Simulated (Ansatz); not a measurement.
BeSe (model structure, Fm-3m, No. 225, 2 atoms in the cell) was calculated with LDA (Ansatz, a first-principles code, plane waves, PAW).

Settings: plane-wave cutoff 520 eV, 20×20×20 k mesh, Fermi–Dirac smearing 0.05 eV, scalar-relativistic PAW data made under PBE.

Cell (relaxed with PBEsol):

BeSe is taken in the cubic space group Fm-3m (No. 225), the rock salt structure, Pearson symbol cF8. Lattice parameters: a = b = c = 4.8705 Å, α = β = γ = 90.00°. Be on 4a is surrounded by 6 Se at 2.435 Å (octahedral). Se on 4b sees 6 Be at 2.435 Å (octahedral). (Neighbours: up to the widest gap in distance over summed covalent radii, below 1.35, at either atom; cation-cation and far metal-metal contacts left out.)
(The calculation used a cell of 2 atoms; values per cell refer to that cell.)

Question: Give the computed band gap and direct gap at Γ.

Answer: 
* **band gap**: 0.06 eV (under three smearing widths, so not firm)
* **direct gap at Γ**: 3.99 eV

Note: the relaxation could raise the start's symmetry but not lower it, so the cell can be a saddle point; cell and atoms aren't relaxed at this level (pressure -2.3 GPa).

Spin–orbit coupling is not included; it can close the smallest gap of 0.06 eV.

The computed numbers hold no vibrational or temperature effects.

A model structure was made by putting elements into a prototype or built by hand; it is no filed structure, need not be a known phase, and can be a saddle point held by its symmetry.
